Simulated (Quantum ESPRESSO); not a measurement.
# Quick settings and what they miss: Na2BrCl (R-3m, 4 atoms in the cell)

Self-consistent single point.

```
Na2BrCl
1.0
    2.02768    -1.17068     6.63082
    0.00000     2.34136     6.63082
   -2.02768    -1.17068     6.63082
Na Br Cl
2 1 1
Direct
  0.25419   0.25419   0.25419
  0.74581   0.74581   0.74581
  0.50000   0.50000   0.50000
  0.00000   0.00000   0.00000
```

Method: PBEsol, GBRV 1.5 ultrasoft (PBESOL) pseudopotentials (plane waves; Quantum ESPRESSO 7.5).

Base settings: ecutwfc = 40 Ry; ecutrho = 200 Ry; occupations = fixed; K_POINTS = automatic 8 8 8 0 0 0; nbnd = 22; conv_thr = 1e-11 Ry.

Tight run (finer mesh or higher cutoff; not a proven limit): ecutwfc: 40 Ry → 56 Ry; ecutrho: 200 Ry → 280 Ry; conv_thr: 1e-11 Ry → 7.3e-11 Ry; K_POINTS: automatic 8 8 8 0 0 0 → automatic 11 11 11 0 0 0. It gave top of the valence band (on the code's own zero) 1.73 eV; gap on the k-point mesh 4.21 eV; pressure 0.47 GPa; largest force (vector length) 0.011 eV/Å.

Quick runs, as changes from the base:
- A: the base itself
- B: ecutwfc: 40 Ry → 20 Ry; ecutrho: 200 Ry → 100 Ry; conv_thr: 1e-11 Ry → 7.3e-05 Ry
- C: ecutwfc: 40 Ry → 24 Ry; ecutrho: 200 Ry → 120 Ry; conv_thr: 1e-11 Ry → 7.3e-06 Ry; pseudopotentials: {Na: na_pbesol_v1.5.uspp.F.UPF, Br: br_pbesol_v1.4.uspp.F.UPF, Cl: cl_pbesol_v1.4.uspp.F.UPF} → {Na: na_lda_v1.5.uspp.F.UPF, Br: br_lda_v1.4.uspp.F.UPF, Cl: cl_lda_v1.4.uspp.F.UPF}; K_POINTS: automatic 8 8 8 0 0 0 → automatic 6 6 6 0 0 0 [LDA (PZ)]
- D: ecutwfc: 40 Ry → 32 Ry; ecutrho: 200 Ry → 160 Ry; conv_thr: 1e-11 Ry → 7.3e-05 Ry; K_POINTS: automatic 8 8 8 0 0 0 → automatic 2 2 2 1 1 1
- E: occupations: fixed → smearing; nbnd: 22 → default; conv_thr: 1e-11 Ry → 7.3e-05 Ry; K_POINTS: automatic 8 8 8 0 0 0 → automatic 4 4 4 0 0 0; smearing: default → marzari-vanderbilt; degauss: default → 0.019992 Ry
- F: ecutwfc: 40 Ry → 24 Ry; ecutrho: 200 Ry → 120 Ry; conv_thr: 1e-11 Ry → 7.3e-06 Ry; K_POINTS: automatic 8 8 8 0 0 0 → automatic 3 3 3 1 1 1

Dashes: energy of C, another energy zero; time of D, E, F, under 30 s.

Gaps are read on each run's own mesh, which may miss the band edges.

† marks runs with another functional, U, potentials or spin treatment: their distance from the tight run is not a convergence error alone.

The count of work is k-points × plane waves × bands × iterations; it is no time. Core times come from one kind of shared machine and are given to one figure; runs under 30 s give none.

The starting cell comes from a database of computed structures (which also holds hypothetical and non-ambient phases and stackings), without a prior relaxation at this level. Its lattice was rescaled by a random factor within 2.5 % of one.

| run | energy less tight (meV/atom) | pressure less tight (GPa) | largest miss in a force vector (eV/Å) | gap on the mesh less tight (eV) | count of work / tight | core time / tight (rough) |
|---|---|---|---|---|---|---|
| A | 1.8 | 0.00 | 0.000 | 0.000 | 0.33 | 0.3 |
| B | 2581.9 | -79.38 | 0.052 | -0.024 | 0.055 | 0.04 |
| C† | – | -27.17 | 0.007 | -0.231 | 0.034 | 0.05 |
| D | 106.1 | -0.25 | 0.004 | 0.510 | 0.0033 | – |
| E | 2.8 | 0.03 | 0.000 | 0.001 | 0.027 | – |
| F | 648.6 | -25.71 | 0.002 | 0.258 | 0.0065 | – |

Among the runs at the tight run's level, the energy misses run from 1.8 to 2581.9 meV/atom.
